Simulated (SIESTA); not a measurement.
## Variants of one calculation on ScBPd3 (Pm-3m, 5 atoms in the cell)

```xyz
5
Lattice="4.2447 0.0000 0.0000 0.0000 4.2447 0.0000 0.0000 0.0000 4.2447" Properties=species:S:1:pos:R:3 pbc="T T T"
Sc     0.0000     0.0000     0.0000
B      2.1223     2.1223     2.1223
Pd     0.0000     2.1223     2.1223
Pd     2.1223     0.0000     2.1223
Pd     2.1223     2.1223     0.0000
```

Base run A: GGA PBEsol, numerical atomic orbitals TZP, PseudoDojo PBEsol standard norm-conserving potentials (rewritten from UPF to PSML) run with SIESTA, self-consistent single point.

Its settings: XC.functional = GGA; XC.authors = PBEsol; potentials = PseudoDojo PBEsol standard; PAO.BasisSize = TZP; PAO.EnergyShift = 0.01 Ry; MeshCutoff = 350 Ry; kgrid.MonkhorstPack = 7 7 7 shifted by 0.5 0.5 0.5; OccupationFunction = MP; OccupationMPOrder = 1; ElectronicTemperature = 1160.45 K; MaxSCFIterations = 150; SCF.Mixer.Method = Broyden; SCF.Mixer.Weight = 0.1; SCF.Mixer.History = 8; SCF.DM.Tolerance = 1.0E-04.

The starting cell comes from a database of computed structures (which also holds hypothetical and non-ambient phases and stackings), without a prior relaxation at this level. Its lattice was rescaled by a random factor within 2.5 % of one. Spin polarisation is off. Values carry the incompleteness of an atom-centred basis. In the base run, with a pressure of about -10 GPa the cell is away from its equilibrium volume at this level.

ΔF is the free energy per atom less that of run A. A dash stands where there is no value to compare (another energy zero or no entropy term, no result, no spin, no clean gap, or a mesh too coarse for one). Absolute energies have different zeros for different potentials, functionals, Hubbard and dispersion terms and are not compared across them.

Run A gave: pressure (GPa) -9.71; k-points 196; ending converged.

Runs:
- B: SCF.DM.Tolerance: 1.0E-04 → default; SCF.DM.Converge: default → false; SCF.H.Converge: default → false; SCF.FreeE.Converge: default → true; SCF.FreeE.Tolerance: default → 1.0E-12 eV
- C: kgrid.MonkhorstPack: 7 7 7 shifted by 0.5 0.5 0.5 → 9 9 9 shifted by 0.5 0.5 0.5; ElectronicTemperature: 1160.45 K → 348.14 K
- D: ElectronicTemperature: 1160.45 K → 580.23 K
- E: SCF.DM.Tolerance: 1.0E-04 → 1.0E-02
- F: MeshCutoff: 350 Ry → 75 Ry
- G: Diag.Algorithm: default → divide-and-conquer
- H: XC.authors: PBEsol → WC; pseudopotentials: PseudoDojo PBEsol standard → PseudoDojo PBE standard [GGA WC]

Task: What does run H change against A?

Result: The pressure goes from -9.71 to -8.85 GPa.

Task: What does run F change against A?

Result: The free energy drops by 9.3 meV/atom and the pressure goes from -9.71 to -9.28 GPa.

Task: What does run C change against A?

Result: The free energy rises by 2.5 meV/atom and the pressure moves little (-9.71 to -9.70 GPa).

```tsv
run	ΔF (meV/atom)	pressure (GPa)	k-points	ending
A	0.00	-9.71	196	converged
B	–	–	196	not converged
C	2.5	-9.70	405	converged
D	0.17	-9.69	196	converged
E	0.00	-9.72	196	converged
F	-9.3	-9.28	196	converged
G	0.00	-9.71	196	converged
H	–	-8.85	196	converged
```
